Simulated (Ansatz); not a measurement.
Consider the energy of the reaction as written. Reaction: 3 cell B → cell A. The sign is products less reactants.

Cell A: a sheet of composition Pb3, 3 atoms, hexagonal cell of 6.25 Å (33.8 Å²), symmetry P6/mmm, 0.0 Å thick under 16 Å of vacuum, in-plane vectors relaxed; planes from bottom to top: Pb3, all atoms in one plane; a model cell; spin state with PBE: run without spin, k-point mesh 12×12×1.
```yaml
crystal:
  lattice:
    - [6.24985, 0.00000, 0.00000]
    - [-3.12493, 5.41253, 0.00000]
    - [0.00000, 0.00000, 16.00000]
  atoms:
    - { symbol: Pb, position: [0.50000, 0.00000, 0.50000] }
    - { symbol: Pb, position: [0.00000, 0.50000, 0.50000] }
    - { symbol: Pb, position: [0.50000, 0.50000, 0.50000] }
```

Cell B: a sheet of composition Pb, 1 atom, hexagonal cell of 3.31 Å (9.5 Å²), symmetry P6/mmm, 0.0 Å thick under 16 Å of vacuum, in-plane vectors relaxed; planes from bottom to top: Pb; a model cell; spin state with PBE: run without spin, k-point mesh 24×24×1.
```xyz
1
Lattice="3.3077 0.0000 0.0000 -1.6538 2.8645 0.0000 0.0000 0.0000 16.0000" Properties=species:S:1:pos:R:3 pbc="T T T"
Pb     0.0000     0.0000     8.0000
```

Plane-wave PAW calculations with Ansatz (a quantum-chemistry and plane-wave program), its default PAW set, cutoff 420 eV, 500 eV for r2SCAN. The structures are at rest with PBE; other levels are single points on them. Neutral cells; Fermi-Dirac smearing of at most 0.10 eV in the solids, energies taken to zero width. The lattices are those relaxed with PBE, so at other levels the solids can be strained, which adds to the spread. A dispersion term (D3(BJ), or D4 for r2SCAN) was computed beside these levels and is taken off wherever the name lacks it. Nuclei at rest; no vibrational terms. Spin-orbit coupling is left out. The cells' k-point meshes differ in density, so the last digit is unsettled. Cell A has symmetry P6/mmm and got no random move, so less symmetric positions, which may lie lower, weren't tried. Cell B has symmetry P6/mmm and got no random move, so less symmetric positions, which may lie lower, weren't tried.

Q: Estimate the value that PBE returns for this input.

A: 0.65 eV, for 3 cell B → cell A.

Q: List the value at the remaining levels and say how far they part.

A: 
```
Functional  value (eV)  less PBE
----------  ----------  --------
r2SCAN            0.63     -0.02
```

The levels span only 0.02 eV, too little to tell them apart.
